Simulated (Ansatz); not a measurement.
**Effect of biaxial strain −0.83 %, plane normal [111], relaxed out of plane on Ta**

Start from Ta in the bcc (W type) structure (space group Im-3m, No. 229; a = 3.2541 Å; relaxed with 0.1 eV smearing). Axes: x, y, z lie along the cube axes.

Perturbation: biaxial strain −0.83 %, plane normal [111], relaxed out of plane (Cartesian); in-plane vectors clamped, the third vector and the atoms free.

Computed with LDA/PAW in Ansatz (a program for electronic structure), spin-orbit coupling left out. k-mesh 28×28×28 (Γ-centred); smearing 0.1 eV (Fermi–Dirac).

The volume per atom decreases by 0.13 Å³ (17.23 Å³ → 17.10 Å³) and the space group becomes R-3m (No. 166) (base: Im-3m (No. 229)). The energy rises by 2.2 meV/atom and the band gap stays zero. The out-of-plane strain comes out as +0.92 % and the ratio −ε⊥/ε∥ is 1.11. The mean in-plane stress (compression positive) is +2.5 GPa.

Cost of the whole job for the changed cell (relaxation, final SCF and bands): about 2.6 core-minutes (a rough figure).

Whether these cells are dynamically stable was not tested. All final runs are without spin polarisation.
